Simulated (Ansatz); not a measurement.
Consider PbSe in the rock salt structure (space group Fm-3m, No. 225; a = 6.1016 Å).

Level of theory: PBEsol (Ansatz, a program for electronic structure, PAW, no SOC).

For the base:

```
Quantity    Result
--------  --------
Pressure  0.00 GPa
```

It is then changed as follows: an isotropic linear strain of −3.00 %; the atoms relax in the strained cell.

Q: How does this affect the energy relative to the base?

A: The energy increases by 43 meV/atom.

Q: Predict the new pressure.

A: The pressure goes from zero to 5.96 GPa.

Whether these cells are dynamically stable was not tested.
